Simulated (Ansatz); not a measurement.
Consider TiB2 (space group P6/mmm, No. 191; a = 3.032 Å, c = 3.224 Å; relaxed with 0.1 eV smearing). Axes: x lies along a and z along c of the hexagonal cell.

The values are results of Kohn–Sham DFT with the PBE functional, run in Ansatz (a quantum-chemistry and plane-wave program) with PAW and 420 eV plane waves, without spin-orbit coupling, not measurements.

Base values:

```
Item        Value
--------  -------
Pressure  0.0 GPa
```

Modification: biaxial strain −1.50 %, plane normal [001], relaxed out of plane (Cartesian); in-plane vectors clamped, the third vector and the atoms free.

Question: What does the calculation give for the out-of-plane strain and pressure after the change?

Answer: The out-of-plane strain amounts to +0.69 %; the pressure (mean of the normal stresses, compression positive) goes from zero to 7.1 GPa.

Stability against distortions was not tested. The final runs are not spin-polarised.
